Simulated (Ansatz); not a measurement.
NbON (I4₁md, No. 109, 6 atoms in the cell; start mp-752463; a measured phase of this formula has another space group)

Computed with LDA (Ansatz, a program for electronic structure, PAW).

Settings: plane-wave cutoff 520 eV, 12×12×12 k mesh, Fermi–Dirac smearing 0.01 eV, no spin polarisation, scalar-relativistic PAW data made under PBE.

Cell (relaxed with PBEsol):

```
NbNO
1.0
   -1.95494     1.95494     5.10686
    1.95494    -1.95494     5.10686
    1.95494     1.95494    -5.10686
Nb N O
2 2 2
Direct
  0.51489   0.51489   0.00000
  0.26489   0.76489   0.50000
  0.45305   0.95305   0.50000
  0.70305   0.70305   0.00000
  0.28205   0.28205   0.00000
  0.03205   0.53205   0.50000
```

```json
{
 "band_gap": "1.02 eV",
 "smallest_direct_gap_on_the_k_points_sampled": "1.40 eV",
 "Γ–Γ gap": "1.72 eV"
}
```

Note: cell and atoms aren't relaxed at this level (pressure -4.4 GPa).

Spin–orbit coupling is not included.

The computed numbers hold no vibrational or temperature effects.

Cost on a shared machine: about 60 core-seconds (a rough figure).

A start named mp-… is a Materials Project structure, which need not be a measured phase.
